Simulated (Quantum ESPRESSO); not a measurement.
Quantum ESPRESSO is run on Cu3AsS4 (Pmn2_1, 16 atoms in the cell), and the run fails. The aim is a self-consistent single point with DFT, PBEsol, plane waves, PSlibrary PAW (PBE) pseudopotentials.

Cell that was meant: a = 7.3648 Å, b = 6.3979 Å, c = 6.1210 Å, α = 90.00°, β = 90.00°, γ = 90.00°.

Part of the input:

```fortran
    smearing = 'methfessel-paxton'
    degauss = 0.0099958
    input_dft = 'pbesol'
/
ATOMIC_SPECIES
Cu    63.5460  Cu.pbe-dn-kjpaw_psl.1.0.0.UPF
As    74.9216  As.pbe-n-kjpaw_psl.1.0.0.UPF
```

Output, abridged:

```
     This program is part of the open-source Quantum ESPRESSO suite
     for quantum simulation of materials; please cite

 %%%%%%%%%%%%%%%%%%%%%%%%%%%%%%%%%%%%%%%%%%%%%%%%%%%%%%%%%%%%%%%%%%%%%%%%%%%%%%
     Error in routine  read_namelists (1):
      bad line in namelist &electrons: "3 3 4  0 0 0" (error could be in the previous line)
 %%%%%%%%%%%%%%%%%%%%%%%%%%%%%%%%%%%%%%%%%%%%%%%%%%%%%%%%%%%%%%%%%%%%%%%%%%%%%%

     stopping ...
```

Read the log: what does the program object to, and what is the fix?

The fault is a required namelist left out. The program reads the namelists in a fixed order, even empty ones. To fix it, add the namelist. The program stopped before any SCF iteration.

An input that runs soundly differs in these lines (not the only fix; some lines may just follow from the change or write a value another way):
```diff
+/
+&electrons
+    conv_thr = 1.0d-10
+    mixing_beta = 0.4
```

With that input, the run converged in 14 iterations: free energy E − TS -28962.2502 eV; Fermi level (on the code's own zero) 7.58 eV; pressure -1.44 GPa; largest force (vector length) 0.386 eV/Å (DFT, PBEsol, plane waves, PSlibrary PAW (PBE) pseudopotentials).

On the sound input: the starting cell comes from a database of computed structures (which also holds hypothetical and non-ambient phases and stackings), without a prior relaxation at this level. Spin polarisation is off. The run gives no clean gap (levels at the Fermi energy touch, overlap or are partly filled at this smearing), which alone does not show that the compound is a metal.
